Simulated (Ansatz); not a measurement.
The starting structures come from a database of crystals and need not be the phases stable at ambient conditions.

Inside the gap of an insulator the Bloch states are evanescent, with a wavenumber k + iκ along the transport direction.

```
CELL_PARAMETERS angstrom
      4.63327     0.00000     0.00000
      0.00000     7.60243     0.00000
      2.31663     0.00000     4.01253
ATOMIC_POSITIONS crystal
  Cd 0.33333 0.99964 0.33333
  Cd 0.66667 0.49964 0.66667
  Te 0.33333 0.62536 0.33333
  Te 0.66667 0.12536 0.66667
```

Space group of this cell: P6_3mc, wurtzite. The cell is taken as given.

Transport runs along the normal of the first two printed cell vectors, the (100) plane of the conventional cell.

The gap is the functional's own. No spin-orbit coupling. Mid-gap values are interpolated on the energy grid.

Task: Estimate the band gap and the smallest decay constant κ at mid-gap that r2SCAN run with Ansatz (a program for electronic structure) returns for this system.

Result: Gap 1.20 eV on a 8×4×8 mesh; κ = 0.085 1/Å, at the zone centre.
